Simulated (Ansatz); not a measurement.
# A computed series for hypothetical diamond Ni: pressure series

The parent structure is Ni in the diamond structure (space group Fd-3m, No. 227; ferromagnetic; a hypothetical phase, not in the database extracts checked).

```xyz
2
Lattice="0.0000 2.5035 2.5035 2.5035 0.0000 2.5035 2.5035 2.5035 0.0000" Properties=species:S:1:pos:R:3 pbc="T T T"
Ni     3.7552     3.7552     3.7552
Ni     2.5035     2.5035     2.5035
```

Cell and atoms are relaxed at each pressure.

Calculations: Ansatz (a first-principles code), PBEsol, PAW, cutoff 420 eV, scalar-relativistic without spin-orbit coupling.

```tsv
pressure (GPa)	volume per atom (Å³/atom)
-2	15.997
-1	15.839
0	15.690
0.3	15.647
0.7	15.590
3	?
5	15.045
7.5	14.773
10	14.525
```

Problem. Fit the third-order Birch–Murnaghan form P(V) = (3B₀/2)[(V₀/V)^(7/3) − (V₀/V)^(5/3)]·[1 + (3/4)(B₀′ − 4)((V₀/V)^(2/3) − 1)] (squares taken in P) to the rows shown and predict the withheld row.

Solution. Least squares on the printed values gives V₀ = 15.690 Å³/atom, B₀ = 108 GPa, B₀′ = 4.7; this predicts 15.285 Å³/atom, and the run gives 15.286 Å³/atom, in agreement.

Other magnetic orders, which the real material may have, were not ruled out. Load acts through the strain it causes; cell and atoms are relaxed under it. No phonon test of stability was made. No other phases were tried under pressure.
